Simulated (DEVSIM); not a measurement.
Structure: abrupt GaAs p-n junction, at 300 K.

| layer (left to right) | material | thickness (μm) | Nd (cm⁻³) | Na (cm⁻³) | τn (s) | τp (s) |
|---|---|---|---|---|---|---|
| 1 | GaAs | 13.0 | - | 1.1e15 | 3.6e-9 | 3.6e-9 |
| 2 | GaAs | 240 | 2.6e15 | - | 3.6e-9 | 3.6e-9 |

Left contact: ohmic. Right contact: ohmic. Voltage is applied to the left contact. Recombination: SRH at mid-gap, Auger. Mobility is μmin + (μ − μmin)/(1 + (N/Nref)^α).

This is a model device: material constants are rounded textbook-type values typed into the input, and sizes, dopings and lifetimes were drawn at random. Values at 300 K.

```csv
parameter,GaAs
gap (eV),1.424
affinity (eV),4.07
permittivity,12.9
Nc (cm⁻³),4.7e17
Nv (cm⁻³),9e18
μn (cm²/Vs),8500
μp (cm²/Vs),400
"μn,min",500
"μp,min",20
"Nref,n",6e16
"Nref,p",1.5e17
αn,0.39
αp,0.38
Cn (cm⁶/s),1e-30
Cp (cm⁶/s),1e-30
```

DEVSIM, 1D drift-diffusion, Boltzmann statistics, complete ionisation; no tunnelling, impact ionisation, image-force lowering or self-heating.

The minority lifetime in layer 2 was swept, all else fixed.

| minority lifetime in layer 2 (s) | dark forward voltage at 1 A/cm² (V) |
|---|---|
| 1.1e-10 | 0.942 |
| 3.6e-10 | 0.946 |
| 1.1e-9 | 0.948 |
| 3.6e-9 | 0.950 |
| 1.1e-8 | 0.950 |
| 3.6e-8 | 0.951 |
| 1.1e-7 | 0.951 |

From the first row to the last the dark forward voltage at 1 A/cm² goes from 0.942 to 0.951.
